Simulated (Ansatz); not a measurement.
## Migration barriers: interstitial Zr in monoclinic ZrO2, charge state +4

Defect: interstitial Zr in monoclinic ZrO2, charge state +4. Method: PBE, PAW (plane waves to 420 eV; Ansatz, an electronic-structure program).

Cell of 96 host sites held at the relaxed PBE lattice; the Γ point alone; Fermi-Dirac width 0.01 eV, spin-restricted; finite-size errors left in. No zero-point or tunnelling terms. The charge state is imposed; whether it is stable for some Fermi level was not computed. Sites that were not tried may lie lower.

Barriers: single points on a 2×2×2 k-point mesh shifted by half a step at the bands' geometries.

```
Route                                       Start site over the lowest site run (eV)  Hop (Å)  Forward barrier (eV)  Backward barrier (eV)                                                        Neighbours at the start                          Neighbours at the saddle                        Saddle order  Forward, on the band's own sampling (eV)
------------------------------------------  ----------------------------------------  -------  --------------------  ---------------------  -----------------------------------------------------------------------------  ------------------------------------------------  ----------------------------------  ----------------------------------------
a concerted move, in which Zr travels most                                      0.00     1.46                  0.63                   0.63  O at 1.99, O at 2.01, O at 2.09, O at 2.11, O at 2.17, O at 2.31, O at 2.48 Å  2 O at 2.02, 2 O at 2.03, O at 2.22, O at 2.24 Å  not checked, on a symmetry element                                      0.61
```

Paths come from climbing-image nudged elastic band runs.  A band can be held on a symmetry element, so unchecked saddle points there may be too high.

The whole set of runs took roughly 0.9 core-hours.
